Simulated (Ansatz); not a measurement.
Cost and result by functional for the adsorption energy of H2O on the (000-1) surface of 4H silicon carbide (H on every top atom; a constructed slab, bottom: 1 H on 1 bottom sites), one in a cell of 33 Å², started at the site 'bridge H-H (span 3.1 Å)', in Ansatz (plane waves, PAW). Single points on the PBE structure, on one kind of machine; costs are rough ratios of the slab run's core time (references not counted) to the cheapest single point. r2SCAN's cost holds its higher cutoff (500 against 420 eV). Differences are taken against HSE06 for comparison alone: no measured value is at hand, so the table doesn't rank accuracy. HSE06 ran on a coarser k-mesh, which lowers its cost and may carry part of its shift.

Host crystal: 4H silicon carbide, with a band gap (PBE, scalar-relativistic without spin-orbit coupling).

Slab: 43 atoms, 10.8 Å thick at the start with caps and adatoms under the adsorbate (thin: gaps and levels are the slab's own); k 4x4x1, smearing 0.01 eV, dipole-corrected; 20 atoms held, the rest relaxed; no symmetry held; no spin, no spin-orbit, no U, no dispersion correction. At the end no host atom lies within bonding distance. In PBE it is, or lies within 0.03 eV of, the lowest of the starts that converged. These notes are the PBE run's. Adsorption energies are against H2O(g). A negative adsorption energy means that the adsorbate is more stable on the surface than in its reference.

| functional | relative cost | adsorption energy (eV) | less HSE06 (eV) |
|---|---|---|---|
| RPBE | 1 | -0.02 | 0.04 |
| r2SCAN | 2 | -0.08 | -0.03 |
| HSE06 | 20 | -0.05 | 0.00 |
| PBE (the relaxed run's value) | – | -0.06 | -0.01 |

The values span 0.07 eV, while the single points' costs differ by a factor of roughly 20. Differences are of unrounded values.

Ansatz is a first-principles code.
